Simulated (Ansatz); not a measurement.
The starting structures come from a database of crystals and need not be the phases stable at ambient conditions.

Tunnelling through a barrier is set by its complex band structure: the current falls as exp(−2κd) with the smallest κ.

Data:

```yaml
crystal:
  lattice:
    - [7.53159, 0.00000, 0.00000]
    - [-2.13140, 7.22371, 0.00000]
    - [2.70009, 3.61185, 6.03231]
  atoms:
    - { symbol: Rb, position: [0.75000, 0.25000, 0.50000] }
    - { symbol: Rb, position: [0.25000, 0.75000, 0.50000] }
    - { symbol: Pd, position: [0.00000, 0.00000, 0.00000] }
    - { symbol: I, position: [0.66020, 0.66020, 0.00000] }
    - { symbol: I, position: [0.33980, 0.33980, 0.00000] }
    - { symbol: Br, position: [0.20571, 0.79429, 0.00000] }
    - { symbol: Br, position: [0.79429, 0.20571, 0.00000] }
    - { symbol: Br, position: [0.79429, 0.79429, 0.41142] }
    - { symbol: Br, position: [0.20571, 0.20571, 0.58858] }
```

Space group of this cell: I4/mmm. The cell is taken as given; by PBEsol its mean pressure is -1.8 GPa.

Transport runs along the normal of the first two printed cell vectors, the (110) plane of the conventional cell.

The gap is the functional's own, uncorrected, and κ follows it; spin-orbit coupling is left out. Mid-gap values are interpolated between the computed energies.

Task: Compute, with PBEsol (Ansatz, a program for electronic structure), the band gap and the smallest decay constant κ at mid-gap.

Result: Gap 0.48 eV on a 6×6×6 mesh; κ = 0.174 1/Å, at (0.500, 0.500) of the in-plane reciprocal vectors. At the zone centre, at the nearest computed energy, the slowest state has κ = 0.17 1/Å.
